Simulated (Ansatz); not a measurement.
End structure of the (100) surface of fcc Ni, ferromagnetic in its 1x1 cell, outermost plane spacing 1.76 Å in the ideal cut:

```xyz
7
Lattice="2.4886 0.0000 0.0000 0.0000 2.4886 0.0000 0.0000 0.0000 27.0000" Properties=species:S:1:pos:R:3 pbc="T T T"
Ni     1.2443     1.2443     8.2692
Ni     0.0000     0.0000     9.9644
Ni     1.2443     1.2443    11.7387
Ni     0.0000     0.0000    13.5000
Ni     1.2443     1.2443    15.2613
Ni     0.0000     0.0000    17.0356
Ni     1.2443     1.2443    18.7308
```

Set-up: 7 atoms, 10.6 Å thick at the start; mesh 15x15x1; 0.1 eV smearing; dipole correction on; all atoms relaxed; held to the start's symmetry, so lower structures may exist; spin-polarised, no spin-orbit, no U.

Task: Predict the work function of the top face from Ansatz (a program for electronic structure) with PBE.

Result: 4.91 eV

Task: What surface energy (mean of both faces) does PBE give?

Result: 2.26 J/m²
